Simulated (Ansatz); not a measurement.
For SnCl (P6₃mc, No. 186; start mp-978928), PBE (Ansatz, a first-principles code, PAW) gives:

```
Property               Result
-------------------  --------
lattice constant a    3.503 Å
lattice parameter c  10.202 Å
```

Problem. What does r²SCAN+rVV10 (plane waves, PAW; Ansatz) give for the same quantities?

Solution. 
- lattice constant a: 3.409 Å (drops by 2.7 %)
- lattice parameter c: 10.227 Å (goes up by 0.2 %)

Changes are worked out from the printed values.

Unless a cell is named, each level is at its own relaxed cell (PBE 27.11, r²SCAN+rVV10 25.73 Å³/atom).

Caveats: the relaxation could not lower the start's symmetry, so the cell can be a saddle point above a distorted one (PBE, r²SCAN+rVV10). Ansatz's density-functional and Hartree–Fock values are scalar-relativistic unless marked +SOC, with PAW data made under PBE.

A start named mp-… is a Materials Project structure, which can be a computed phase never made.
